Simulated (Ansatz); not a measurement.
The reference is BN in the zinc blende structure (space group F-43m, No. 216).

```yaml
crystal:
  lattice:
    - [0.00000, 1.79027, 1.79027]
    - [1.79027, 0.00000, 1.79027]
    - [1.79027, 1.79027, 0.00000]
  atoms:
    - { symbol: B, position: [0.00000, 0.00000, 0.00000] }
    - { symbol: N, position: [0.25000, 0.25000, 0.25000] }
```

Cartesian axes are those of the cell as printed.

Method: LDA, PAW, 420 eV (Ansatz, a program for electronic structure; spin-orbit coupling left out).

Strains are applied to the cell and any free atomic positions relax; under biaxial strain the out-of-plane vector relaxes too.

One change was made to it. Results:

The electron mass changes from 0.90 mₑ along k, 0.30 mₑ across (at X) to 0.84 mₑ along k, 0.31 mₑ across (at X); the valence-band top at Γ (three highest levels, from the VBM) goes from 0.00, 0.00, 0.00 eV to 0.00, -0.40, -0.40 eV; the band gap falls by 0.80 eV to 3.59 eV; the energy rises by 28 meV/atom; the smallest direct gap falls by 0.66 eV, from 8.83 eV to 8.17 eV.

Q: What was done to the base?
A) biaxial strain −1.50 %, plane normal [001], relaxed out of plane
B) biaxial strain −1.00 %, plane normal [001], relaxed out of plane
C) biaxial strain +3.00 %, plane normal [001], relaxed out of plane
D) biaxial strain +0.50 %, plane normal [001], relaxed out of plane

A: C, biaxial strain +3.00 %, plane normal [001], relaxed out of plane. For comparison, the band gap in the other runs: biaxial strain −1.50 %, plane normal [001], relaxed out of plane gives 4.21 eV; biaxial strain −1.00 %, plane normal [001], relaxed out of plane gives 4.27 eV; biaxial strain +0.50 %, plane normal [001], relaxed out of plane gives 4.25 eV.

Effective masses come from finite differences of ±0.01 Å⁻¹. Along k means along the line from Γ to the band edge. Stability against distortions was not tested.
